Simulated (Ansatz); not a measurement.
LaPO4 (P6₂22, No. 180; cell taken from a computed entry) was calculated with PBEsol in Ansatz (PAW).

Numerical settings: plane-wave cutoff 500 eV, 6×6×6 k mesh, gaussian smearing 0.02 eV, scalar-relativistic PAW data made under PBE.

Cell (relaxed at this level):

```cif
data_La3O12P3
_chemical_formula_sum 'La3 P3 O12'
_space_group_name_H-M_alt 'P6222'
_space_group_IT_number 180
_space_group_name_Hall 'P 62 2 (0 0 4)'
_cell_length_a 7.20850
_cell_length_b 7.20850
_cell_length_c 6.41993
_cell_angle_alpha 90.000
_cell_angle_beta 90.000
_cell_angle_gamma 120.000
loop_
_atom_site_label
_atom_site_type_symbol
_atom_site_symmetry_multiplicity
_atom_site_Wyckoff_symbol
_atom_site_fract_x
_atom_site_fract_y
_atom_site_fract_z
_atom_site_occupancy
La1 La 3 c 0.50000 0.00000 0.00000 1
P1 P 3 d 0.50000 0.00000 0.50000 1
O1 O 12 k 0.13673 0.68981 0.01897 1
```

Question: Give the computed band gap.

Answer: 
- band gap: 4.99 eV (on the SCF k mesh)

Note: the relaxation could not lower the start's symmetry, so the cell can be a saddle point above a distorted one.

Spin–orbit coupling is not included.

Ansatz is a quantum-chemistry and plane-wave program.
